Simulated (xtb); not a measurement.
xtb 6.7.1, GFN2-xTB: Hf(OtBu)2(OSiH3)2 (CC(C)(C)[O][Hf]([O][SiH3])([O][SiH3])[O]C(C)(C)C), 39 atoms. The geometry is a generated start, not checked to be a minimum at this level.

```yaml
method: GFN2-xTB
"--acc": 1 (default)
"--etemp (K)": 300 (default)
detailed input (--input): "none: ANC optimiser, Lindh (1995) Hessian, microcycle=20, maxdispl=1.0, hlow=0.01 (default)"
basis_functions: 102
valence_electrons: 92
```

Charge 0 and multiplicity 1 are set for this test and not shown to be the ground state.

The structure is relaxed from this start with --opt LEVEL for the levels crude, sloppy, loose, lax, normal, tight, vtight, extreme, once each. Up to the end of the extreme run atoms move by at most 1.2 Å along an axis.

Task: Which level is enough to come within 5 meV of the tightest end point?

Result: tight: 82 cycles against 95, ending 0.048 meV above.

| level | cycles | energy above the extreme run (meV) | gradient norm (eV/Å) |
|---|---|---|---|
| crude | 1 | 46 | 0.12 |
| sloppy | 1 | 46 | 0.12 |
| loose | 1 | 46 | 0.12 |
| lax | 1 | 46 | 0.12 |
| normal | 22 | 37 | 0.019 |
| tight | 82 | 0.048 | 0.011 |
| vtight | 90 | under 0.01 | 0.0079 |
| extreme | 95 | — | 0.0023 |
